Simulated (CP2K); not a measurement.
Input and output of a self-consistent single point for Sr3In (Fm-3m, 4 atoms in the cell) (CP2K).

Level of theory: LDA (Pade form), GPW, DZVP-MOLOPT-SR-GTH basis, GTH-PADE potentials (GTH_POTENTIALS) in CP2K.

```yaml
crystal:
  lattice:
    - [6.12983, 0.00000, 0.00000]
    - [3.06492, 5.30859, 0.00000]
    - [3.06492, 1.76953, 5.00499]
  atoms:
    - { symbol: Sr, position: [0.75000, 0.75000, 0.75000] }
    - { symbol: Sr, position: [0.25000, 0.25000, 0.25000] }
    - { symbol: Sr, position: [0.50000, 0.50000, 0.50000] }
    - { symbol: In, position: [0.00000, 0.00000, 0.00000] }
```

Reference input (self-consistent single point, DFT PBEsol, GPW, DZVP-MOLOPT-SR-GTH basis, GTH-PBE potentials (GTH_POTENTIALS)): CUTOFF = 500 Ry; REL_CUTOFF = 40 Ry; SMEAR/METHOD = FERMI_DIRAC; ELECTRONIC_TEMPERATURE = 1160.45 K; KPOINTS/SCHEME = MONKHORST-PACK 7 7 7; XC_FUNCTIONAL = PBE:PBESOL; Sr/BASIS_SET = DZVP-MOLOPT-SR-GTH; Sr/POTENTIAL = GTH-PBE-q10; In/BASIS_SET = DZVP-MOLOPT-SR-GTH; In/POTENTIAL = GTH-PBE-q13; METHOD = GPW; EPS_DEFAULT = 1e-10. This run's input differs from it in these lines:

```diff
@@ -43,6 +43,3 @@
     &XC
-      &XC_FUNCTIONAL
-        &PBE
-          PARAMETRIZATION PBESOL
-        &END PBE
+      &XC_FUNCTIONAL PADE
       &END XC_FUNCTIONAL
@@ -79,3 +76,3 @@
       BASIS_SET DZVP-MOLOPT-SR-GTH
-      POTENTIAL GTH-PBE-q10
+      POTENTIAL GTH-PADE-q10
     &END KIND
@@ -83,3 +80,3 @@
       BASIS_SET DZVP-MOLOPT-SR-GTH
-      POTENTIAL GTH-PBE-q13
+      POTENTIAL GTH-PADE-q13
     &END KIND
```

Log, with long lists cut:

```
 SCF WAVEFUNCTION OPTIMIZATION

  Step     Update method      Time    Convergence         Total energy    Change
     1 NoMix/Diag. 0.20E+00      -     1.70986219      -149.0532409778 -1.49E+02
     2 Broy./Diag. 0.20E+00      -     0.02011386      -149.1351012705 -8.19E-02
     3 Broy./Diag. 0.20E+00      -     0.11020039      -148.6579733998  4.77E-01
     4 Broy./Diag. 0.20E+00      -     0.00542009      -148.4804460502  1.78E-01
     5 Broy./Diag. 0.20E+00      -     0.00800665      -148.5648223514 -8.44E-02
     6 Broy./Diag. 0.20E+00      -     0.00187847      -148.5833792718 -1.86E-02
   [... 2 lines left out ...]
     9 Broy./Diag. 0.20E+00      -     0.00019857      -148.5797632038  1.89E-03
    10 Broy./Diag. 0.20E+00      -     0.00001345      -148.5790423044  7.21E-04
    11 Broy./Diag. 0.20E+00      -     0.00003498      -148.5789539285  8.84E-05
    12 Broy./Diag. 0.20E+00      -     0.00000058      -148.5789429804  1.09E-05
  *** SCF run converged in    12 steps ***

  Overlap energy of the core charge distribution:               0.00000000000000
  Self energy of the core charge distribution:               -266.26022563185393
  Core Hamiltonian energy:                                     66.02442133232501
  Hartree energy:                                              71.70382398060028
  Exchange-correlation energy:                                -20.04370719407232
  Electronic entropic energy:                                  -0.00325546675871
  Fermi energy:                                                 0.19212931848572

  Total energy:                                              -148.57894298037027
  Total energy (extrapolated to T->0):                       -148.57731524699091

                     Mulliken Population Analysis

   [... lines left out ...]

 STRESS| Analytical stress tensor [bar]
 STRESS|                        x                   y                   z
 STRESS|      x       -1.93505202900E+04   1.17350787992E+01   8.29795859325E+00
 STRESS|      y        1.17350787992E+01  -1.93633394888E+04   5.03782408853E+00
 STRESS|      z        8.29795859325E+00   5.03782408853E+00  -1.93672752216E+04
 STRESS| 1/3 Trace                                            -1.93603783335E+04
```

The run converged in 12 iterations. Against the reference run the pressure goes from -0.80 to -1.94 GPa.

The starting cell comes from a database of computed structures (which also holds hypothetical and non-ambient phases and stackings), without a prior relaxation at this level. Values carry the incompleteness of an atom-centred basis.

Cost on one core of a shared machine: roughly 30 s.
